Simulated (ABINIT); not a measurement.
## Effort and miss along a sweep of ecut: MnO2 (P4_2/mnm, 6 atoms in the cell)

```xyz
6
Lattice="4.4444 0.0000 0.0000 0.0000 4.4444 0.0000 0.0000 0.0000 2.8958" Properties=species:S:1:pos:R:3 pbc="T T T"
Mn     0.0000     0.0000     0.0000
Mn     2.2222     2.2222     1.4479
O      1.3552     1.3552     0.0000
O      3.0892     3.0892     0.0000
O      0.8670     3.5774     1.4479
O      3.5774     0.8670     1.4479
```
Moments meant for the start (each program seeds them in its own way; μB, in the order of the atoms Mn Mn O O O O): 4.0 4.0 0.0 0.0 0.0 0.0.

Level of theory: PBEsol, norm-conserving pseudopotentials (PseudoDojo nc-sr-04 PBEsol standard) (plane waves; ABINIT).

Base settings: pseudos = [Mn.upf, O.upf]; ecut = 48 Ha; ixc = -116133; nsppol = 2; occopt = 6; tsmear = 0.136 eV; ngkpt = 4 4 6; nshiftk = 1; shiftk = 0.5 0.5 0.5; potentials = PseudoDojo nc-sr-04 PBEsol standard.

Misses are taken against the tightest run, 62 Ha, which need not be fully converged itself. The energy is the free energy per atom.

The count of work is k-points × plane waves × bands × iterations; it is no time, and leaves out set-up, grids and terms that scale otherwise. Core times come from one kind of shared machine and are given to one figure; runs under 30 s give none.

The starting cell comes from a database of computed structures (which also holds hypothetical and non-ambient phases and stackings), without a prior relaxation at this level. Its lattice was rescaled by a random factor within 2.5 % of one. The magnetic order is the one reached from the typed start; others were not searched systematically. In the base run, with a pressure of about -10 GPa the cell is away from its equilibrium volume at this level.

```csv
ecut,energy less reference (meV/atom),pressure less reference (GPa),largest difference in the force on any atom (eV/Å),count of work / reference,core time / reference (rough)
19 Ha,11330.80,-516.31,0.469,0.18,0.1
24 Ha,3719.02,-248.29,0.024,0.23,0.2
29 Ha,944.93,-92.80,0.012,0.32,0.3
34 Ha,187.15,-26.68,0.020,0.41,0.3
38 Ha,36.84,-7.15,0.003,0.48,0.2
43 Ha,2.77,-0.77,0.001,0.54,0.5
48 Ha,0.29,-0.02,0.000,0.64,0.4
55 Ha,0.11,-0.01,0.000,0.84,1
62 Ha,0.00,0.00,0.000,1.0,1
```

Coarsest setting among those run that, with all tighter ones, holds the energy within 20 meV/atom of the reference: 43 Ha, off by 2.8 meV/atom; its saving against the reference is no more than about a factor of 2 in the count of work.

Coarsest setting among those run that, with all tighter ones, holds the energy within 1 meV/atom of the reference: 48 Ha, off by 0.29 meV/atom; its saving against the reference is no more than about a factor of 2 in the count of work.

The step from 19 Ha to 48 Ha: it takes the miss in the energy from 11000 to 0.29 meV/atom, for 3.5 times the count of work and roughly 3 times the time.
